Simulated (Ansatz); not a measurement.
**Band edges of zincblende ZnS (F-43m) under uniaxial stress along [111]**

Cell and atoms are relaxed with r2SCAN to each stress (compression positive); bands and masses by r2SCAN with spin-orbit coupling, rigid bands (plane waves, PAW; Ansatz, a program for electronic structure). Strains are changes of length against the unloaded cell.

Space group F-43m (No. 216); a = 5.3891 Å, b = 5.3891 Å, c = 5.3891 Å, α = 90.00°, β = 90.00°, γ = 90.00°

```csv
atom,site,symmetry,x,y,z
Zn,4a,-43m,0.0000,0.0000,0.0000
S,4d,-43m,0.7500,0.7500,0.7500
```
(The calculation used a cell of 2 atoms; values per cell refer to that cell.)

```csv
stress (GPa),strain [111] (%),strain [1−10] (%),gap (eV),mean mₑ*
-2.00,1.61,-0.37,2.600,0.20
0,0,0,2.686,0.20
1.00,-0.81,0.20,2.677,0.21
2.00,-1.61,0.40,2.658,0.21
```

[111] is the direction of the load; [11−2] strains as [1−10]. Masses are conductivity masses at 300 K in electron masses, harmonic means over x, y and z.

**Question.** From the two loads next to zero, find the Young modulus and the ratio of transverse to axial strain.

**Answer.** Between -2.00 and 1.00 GPa the strain along [111] changes by -2.42 % and that along [1−10] by 0.57 %. The modulus is 3.00/0.0242 = 124 GPa and the ratio of the strains 0.24 (r2SCAN, atoms relaxed).

**Question.** How fast does the gap move on either side of zero load?

**Answer.** Under tension, (2.600 − 2.686) eV over -2.00 GPa = 43 meV/GPa, or about -5.3 eV per unit strain; under compression, (2.658 − 2.686) eV over 2.00 GPa = -14 meV/GPa, or about 1.7 eV per unit strain. The two slopes part by 57 meV/GPa; gaps are resolved to about 0.01 eV, which allows 10 meV/GPa, so they differ, even in sign: the gap has a turning point near zero load.

Masses are those of dilute carriers in rigid bands with one relaxation time, without polarons. Third decimals of gaps are kept for the arithmetic. Every relaxation keeps the zincblende phase (space group R3m under this load), so a transition, a distortion that breaks the symmetry or fracture can't show.
